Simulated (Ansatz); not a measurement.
The reference is Al in the fcc (Cu type) structure (space group Fm-3m, No. 225; a = 4.0155 Å; relaxed with 0.1 eV smearing). Axes: x, y, z lie along the cube axes.

Method: PBEsol in Ansatz (plane waves to 420 eV, PAW, scalar-relativistic without spin-orbit coupling).

For the base:

- Volume per atom = 16.19 Å³

It is then changed as follows: tensile biaxial strain of 0.83 % in the plane normal to [111], as in epitaxy on a mismatched substrate; the out-of-plane cell vector and the atoms relax.

Problem. Estimate the effect on the in-plane stress, energy relative to the base and volume per atom.

Solution. The mean in-plane stress (compression positive) amounts to -1.0 GPa; the energy rises by 0.8 meV/atom; the volume per atom rises by 0.13 Å³ to 16.32 Å³.

No phonon test of stability was made.

Ansatz is a quantum-chemistry and plane-wave program.
